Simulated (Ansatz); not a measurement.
OH on the 1x1 (101) surface of anatase TiO2 (cut with top plane O), one in a 2x1 cell, energies for each (39.6 Å²). Energies are against H2O(g) − ½ H2(g), without zero-point or thermal terms; each row is named by its start (#2, #3: further inequivalent places of a kind).

Host crystal: anatase TiO2, with a band gap (PBE, scalar-relativistic without spin-orbit coupling).

Method: PBE (plane waves to 420 eV, PAW; Ansatz, a first-principles code).

Slab: 38 atoms, 9.4 Å thick at the start under the adsorbate (thin: gaps and levels are the slab's own); k 3x4x1, smearing 0.01 eV, dipole-corrected; 14 atoms held, the rest relaxed; each run with such symmetry as its start has; spin-polarised, no spin-orbit, no U, no dispersion correction.

A negative adsorption energy means that the adsorbate is more stable on the surface than in its reference. Starts that drift may end in the same place. Heights count from the host atoms within 0.3 Å of the top one.

```
starting site                       E_ads (eV)  height (Å)  nearest host atom (Å)  bonded to  change of the vacuum step (eV)  lateral drift (Å)  moment (μB)
----------------------------------  ----------  ----------  ---------------------  ---------  ------------------------------  -----------------  -----------
top O                                     2.35        1.25                Ti 2.07         Ti                           -0.34                1.7          1.0
top O #2                                  2.29        1.06                Ti 2.09         Ti                           -0.38                1.2          1.0
over Ti at depth 0.9 Å                    2.35        1.25                Ti 2.08         Ti                           -0.30                0.1          1.0
over Ti at depth 1.4 Å                    2.86        0.85                 O 2.08         Ti                           -0.66                0.3          1.0
hollow O-O-O over O at depth 4.4 Å        2.35        1.25                Ti 2.08         Ti                           -0.32                2.3          1.0
bridge O-O-O (span 3.8 Å)                 2.37        0.85                Ti 2.07         Ti                           -0.01                2.3          1.0
bridge O-O (span 2.8 Å)                   2.35        1.25                Ti 2.07         Ti                           -0.33                1.0          1.0
```
